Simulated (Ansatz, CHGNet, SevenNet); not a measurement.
How the lattice parameter a of SiGe (model structure, started from the CsCl type, Pm-3m, No. 221, 2 atoms in the cell) moves with the method

No measured value is used here.

```tsv
level (code)	value (Å)
CHGNet-r²SCAN	3.215
SevenNet-l3i5	3.251
LDA (Ansatz)	3.182
PBE (Ansatz)	3.243
PBEsol (Ansatz)	3.199
PBE-D3(BJ) (Ansatz)	3.192
r²SCAN (Ansatz)	3.218
r²SCAN+rVV10 (Ansatz)	3.208
```

CHGNet-r²SCAN, SevenNet-l3i5: the cell moved over 20 % in volume from its start. PBE-D3(BJ): a distance lies near a switch of the dispersion term, which can move the cell. Cutoffs differ between the levels. Ansatz's density-functional and Hartree–Fock values are scalar-relativistic unless marked +SOC, with PAW data made under PBE.

Machine-learned potentials (CHGNet-r²SCAN, SevenNet-l3i5) are trained on DFT data: a solid inside that data is no test of them.

A model structure was made by putting elements into a prototype or built by hand; it is no filed structure, need not be a known phase, and can be a saddle point held by its symmetry.

Ansatz is a quantum-chemistry and plane-wave program.
